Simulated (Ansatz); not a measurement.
The reference is Hf in the hcp (Mg type) structure (space group P6_3/mmc, No. 194; relaxed with 0.1 eV smearing).

```
CELL_PARAMETERS angstrom
      3.15810     0.00000     0.00000
     -1.57905     2.73500     0.00000
      0.00000     0.00000     5.00450
ATOMIC_POSITIONS crystal
  Hf 0.66667 0.33333 0.75000
  Hf 0.33333 0.66667 0.25000
```

Cartesian axes are those of the cell as printed.

Level of theory: PBEsol (Ansatz, a first-principles code), no spin-orbit coupling.

Base values:

| Property | Value |
|---|---|
| Volume per atom | 21.61 Å³ |

Now apply this change: tensile biaxial strain of 2.50 % in the plane normal to [001], as in epitaxy on a mismatched substrate; the out-of-plane cell vector and the atoms relax.

### Question
How does this affect the in-plane stress and volume per atom?

### Answer
The mean in-plane stress (compression positive) comes out as -4.9 GPa; the volume per atom increases by 0.71 Å³, from 21.61 Å³ to 22.32 Å³.

No phonon test of stability was made. All final runs are without spin polarisation.
